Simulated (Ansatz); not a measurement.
The reference is HgS (space group P3_221, No. 154; a = 4.465 Å, c = 9.758 Å; made of chains). Axes: x lies along a and z along c of the hexagonal cell.

Method: Kohn–Sham DFT with the PBE functional, run in Ansatz (a program for electronic structure) with PAW and 420 eV plane waves, without spin-orbit coupling.

Now apply this change: an isotropic linear strain of +1.15 %; the atoms relax in the strained cell.

Predict the stress tensor and what it implies for the stiffness.

Stress of the strained cell less that of the base (GPa, compression positive):
```
  -0.19    0.00    0.00
   0.00   -0.19    0.00
   0.00    0.00   -0.38
```

Then B = −ΔP/(ΔV/V₀) with ΔV/V₀ = 0.0349 gives secant stiffness values (nonlinear terms included at this strain): B (at held cell shape, above the free-shape value) ≈ 7.1 GPa.

No phonon test of stability was made. No dispersion term is included, though the crystal is made of layers, chains or molecules, so its spacings can come out too wide.
